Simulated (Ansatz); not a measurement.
System: SmF3 (Pnma, No. 62). Method: r²SCAN-D4 (Ansatz, an electronic-structure program, plane waves, PAW).

Run with plane-wave cutoff 500 eV, 6×6×10 k mesh (along the axes of the cell as run), gaussian smearing 0.02 eV, spin-polarised with parallel moments, scalar-relativistic PAW data made under PBE.

Computed at the level's own relaxed cell.

Question: Predict the equilibrium volume per atom.

Answer: 
equilibrium volume per atom: 12.80 Å³/atom

Note: the magnetic order was assumed, not searched for or taken from measurement; the 4f shell is treated without U or exact exchange, so its levels and filling can be wrong.

Spin–orbit coupling is not included.

Computed values are for the static lattice.
